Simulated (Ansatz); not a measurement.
**How the bulk modulus B0 of TiSi2 (model structure, started from the C54 type, Fddd, No. 70, 6 atoms in the cell) moves with the method**

No measured value is used here.

```csv
level (code),value (GPa),cell (Å³/atom)
LDA (Ansatz),158,13.50
PBEsol (Ansatz),152,13.79
r²SCAN (Ansatz),(withheld),13.97
```

Question: Complete the blanks.

Answer: 
- r²SCAN (Ansatz, an electronic-structure program), value (GPa): 147

The crystal itself was run without spin with LDA, PBEsol, r²SCAN; a magnetic state was not tried in these runs. LDA, PBEsol, r²SCAN: the bulk modulus is −V dP/dV from two relaxed cells at ±2 % in volume. Each level is taken at its own relaxed cell. Cutoffs differ between the levels. Ansatz's density-functional and Hartree–Fock values are scalar-relativistic unless marked +SOC, with PAW data made under PBE.

A model structure was made by putting elements into a prototype or built by hand; here it ended with the formula and space group of a phase in our tables.
